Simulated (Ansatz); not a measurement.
# Pressure series in Ag2S

The parent structure is Ag2S in the anti-fluorite structure (space group Fm-3m, No. 225; a = 6.0902 Å; a model cell, its experimental status unchecked).

Cell and atoms are relaxed at each pressure.

Method: Ansatz (a quantum-chemistry and plane-wave program), PBEsol, PAW, cutoff 420 eV, no spin-orbit coupling, earlier PAW set.

Notes on the quantities. enthalpy: H = E + PV relative to the base's energy.

```
change                 enthalpy      density
----------------  -------------  -----------
base                          –   7.29 g/cm³
pressure −2 GPa   -0.24 eV/atom   7.10 g/cm³
pressure −1 GPa   -0.12 eV/atom   7.19 g/cm³
pressure 1.8 GPa  +0.21 eV/atom   7.44 g/cm³
pressure 4.2 GPa  +0.48 eV/atom   7.62 g/cm³
pressure 9 GPa    +1.01 eV/atom   7.95 g/cm³
pressure 18 GPa   +1.95 eV/atom   8.45 g/cm³
pressure 30 GPa   +3.12 eV/atom   8.99 g/cm³
pressure 45 GPa   +4.51 eV/atom   9.55 g/cm³
pressure 60 GPa   +5.82 eV/atom  10.02 g/cm³
```

Load acts through the strain it causes; cell and atoms are relaxed under it. No phonon test of stability was made. Competing high-pressure phases were not computed. All final runs are without spin polarisation. This is not the structure that Ag2S has at room temperature and ambient pressure.
